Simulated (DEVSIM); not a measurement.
System: Mo/TiO2/p-In0.53Ga0.47As capacitor, at 400 K.

Layer 1 from the left is TiO2, thickness (nm) 2.00. Layer 2 from the left is In0.53Ga0.47As, thickness (nm) 4600, Na (cm⁻³) 1.5e16.

Metal gate on the left, work function 4.6 eV. Fixed charge at the semiconductor interface 2.2e12 cm⁻² (in units of +e); no interface traps.

Constants are typed, rounded textbook-type inputs, not results; the design itself was drawn at random and stands for no fabricated device. Values at 300 K; Nc and Nv go as T^1.5, mobilities as T to minus their exponent, the gap by Varshni's rule with the affinity fixed.

TiO2: gap (eV) 3.2, affinity (eV) 3.9, permittivity 60. In0.53Ga0.47As: gap (eV) 0.74, affinity (eV) 4.51, permittivity 13.9, Nc (cm⁻³) 2.1e17, Nv (cm⁻³) 7.7e18, Varshni α (eV/K) 0.00035, Varshni β (K) 190.

Estimate by hand the flat-band voltage, the threshold voltage, and compare with a numerical solution.


- Flat-band voltage: C = 26.6 μF/cm², work-function difference -0.389 V; VFB = φms − qNf/C = -0.40 V; numerical -0.40 V.
- Threshold voltage: φF = 0.187 V, depletion charge √(4εqNφF) = 4.70e-8 C/cm²; VT = VFB + 2φF + Qd/C = -0.03 V; numerical -0.03 V.

Model (solved in DEVSIM): 1D Poisson equation in equilibrium, Boltzmann statistics, complete ionisation; no quantum confinement or tunnelling. Metal contacts follow the ideal Schottky-Mott rule: no Fermi-level pinning, no interface dipoles.
